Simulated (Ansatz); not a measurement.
**Short convergence ladders for TaTi (Cmm2, 2 atoms in the cell)**

```yaml
crystal:
  lattice:
    - [1.62471, -2.28601, 0.00000]
    - [1.62471, 2.28601, 0.00000]
    - [0.00000, 0.00000, 4.66071]
  atoms:
    - { symbol: Ti, position: [0.50000, 0.50000, 0.51073] }
    - { symbol: Ta, position: [0.00000, 0.00000, 0.00000] }
```

Base method: LDA (PW92), default PAW files made with PBE (plane waves; Ansatz, a program for electronic structure).

Base settings: basis.ecutwfc = 30.9 Ry; kpoints.mp_grid.grid = 12 12 7; hamiltonian.xc = lda; hamiltonian.pseudopotentials = {kind: paw} (the program's default PAW files); scf.occupations.method = fermi_dirac; scf.occupations.width = 0.0073 Ry.

The count of work is k-points × plane waves × bands × iterations; it is no time. Core times come from one kind of shared machine, to one figure; runs under 30 s give none.

**The width of Fermi-Dirac smearing**

In this ladder: kpoints.mp_grid.grid = 20 20 12.

Narrow widths need finer meshes than wide ones, so the last steps can hold mesh noise.

Only quantities that move along the ladder and can be compared are tabulated; pressure and forces are left out, as mesh noise rules them at narrow widths.

```csv
scf.occupations.width,free energy less the last step's (meV/atom),energy extrapolated to zero width less the last step's (meV/atom),core time / last (rough)
0.0735 Ry,-1996.28,-224.50,1
0.0367 Ry,-579.85,-68.89,0.6
0.022 Ry,-226.88,-19.24,0.7
0.0147 Ry,-102.81,-5.53,0.7
0.0073 Ry,-21.08,-0.66,1.0
0.0037 Ry,0.00,0.00,1
```

Widest scf.occupations.width that holds the energy extrapolated to zero width within 2 meV/atom of the last step, with all finer ones: 0.0073 Ry; the step before is off by 5.5 meV/atom.

Widest scf.occupations.width that holds the free energy within 5 meV/atom: not settled: the last two steps still differ by 21 meV/atom, over half the tolerance, so the ladder does not show it.

The extrapolation to zero width removes most of the smearing's effect on the energy.

**The width of Methfessel-Paxton smearing**

In this ladder: kpoints.mp_grid.grid = 20 20 12; scf.occupations.method = methfessel_paxton.

Narrow widths need finer meshes than wide ones, so the last steps can hold mesh noise.

Only quantities that move along the ladder and can be compared are tabulated; pressure and forces are left out, as mesh noise rules them at narrow widths.

```csv
scf.occupations.width,free energy less the last step's (meV/atom)
0.0735 Ry,-35.73
0.0367 Ry,-3.93
0.022 Ry,-1.00
0.0147 Ry,-0.34
0.0073 Ry,-0.01
0.0037 Ry,0.00
```

Widest scf.occupations.width that holds the free energy within 2 meV/atom of the last step, with all finer ones: 0.022 Ry; the step before is off by 3.9 meV/atom.

**The mesh under tetrahedron occupations**

In this ladder: scf.occupations.method = tetrahedron; scf.occupations.width = default.

Only quantities that move along the ladder and can be compared are tabulated.

```tsv
kpoints.mp_grid.grid	free energy less the last step's (meV/atom)	pressure (GPa)	largest difference of a force vector from the last step's (eV/Å)	count of work / last
5 5 3	-26.83	-7.30	0.023	0.0082
6 6 4	13.15	-6.87	0.019	0.019
8 8 5	-6.17	-7.49	0.038	0.031
10 10 6	-3.20	-7.17	0.016	0.061
12 12 7	-1.52	-7.30	0.003	0.085
15 15 9	-1.26	-7.27	0.001	0.16
19 19 11	-0.05	-7.24	0.003	0.30
23 23 13	-0.10	-7.20	0.001	0.50
29 29 17	0.00	-7.22	0.000	1.0
```

Coarsest kpoints.mp_grid.grid that holds the forces within 0.005 eV/Å of the last step, with all finer ones: 12 12 7, at 0.085 of the last step's count of work; the step before is off by 0.016 eV/Å.

Coarsest kpoints.mp_grid.grid that holds the free energy within 0.5 meV/atom of the last step, with all finer ones: 19 19 11, at 0.30 of the last step's count of work; the step before is off by 1.3 meV/atom.

Coarsest kpoints.mp_grid.grid that holds the pressure within 0.1 GPa of the last step, with all finer ones: 10 10 6, at 0.061 of the last step's count of work; the step before is off by 0.28 GPa.

On the base run: the starting cell comes from a database of computed structures (which also holds hypothetical and non-ambient phases and stackings), without a prior relaxation at this level. Its lattice was rescaled by up to half a per cent. One atom was moved a little off its site on purpose. Spin polarisation is off. In the base run, with a pressure of about -7 GPa the cell is away from its equilibrium volume at this level. Ansatz's pressure includes its estimate of the finite-basis (Pulay) stress.

Left out of this page: 4 runs of the series outside the window shown, repeating another row's setting, or not comparable.

Keys are those of Ansatz 0.2.
